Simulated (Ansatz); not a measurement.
Y interstitial in monoclinic HfO2 (start: void with 3O nearest, no. 1; 96-site cell, 2×2×2 shifted sampling). Level of theory: PBE, PAW (plane waves to 420 eV; Ansatz, a program for electronic structure). Total energies of the localised charge states, counted from that of charge +3, and their image corrections (point charge with alignment); the host's valence-band maximum lies at 13.691 eV on the cells' energy zero and its gap is 4.04 eV.

| charge | moment (μB) | E − E(first) (eV) | correction (eV) |
|---|---|---|---|
| +3 | not spin-polarised | 0.000 | 1.697 |
| +2 | 1.0 | 17.205 | 0.958 |
| +1 | not spin-polarised | 34.619 | 0.397 |

Derive the transition levels above the valence-band maximum and say which of them are thermodynamic.

A level is the Fermi energy at which two charges have equal formation energy: ε(q/q′) = [E(q′) + corr(q′) − E(q) − corr(q)] / (q − q′) − E_VBM.
ε(+3/+2) = [(17.205 + 0.958) − (0.000 + 1.697)] / 1 − 13.691 = 2.78 eV
ε(+2/+1) = [(34.619 + 0.397) − (17.205 + 0.958)] / 1 − 13.691 = 3.16 eV
Thermodynamic levels at least 0.1 eV inside the gap: (+3/+2) at 2.78 eV; (+2/+1) at 3.16 eV. Corrections reach 1.70 eV, so the outer levels may be off by several tenths of an eV. Charges with a result: +3, +2, +1. Others weren't obtained, and one of them could lie lower, also by skipping a charge. The geometries come from one start. Flagged in the runs: a host whose relaxation on this sampling wasn't shown to rest, a strain field that reaches the edge of the cell.
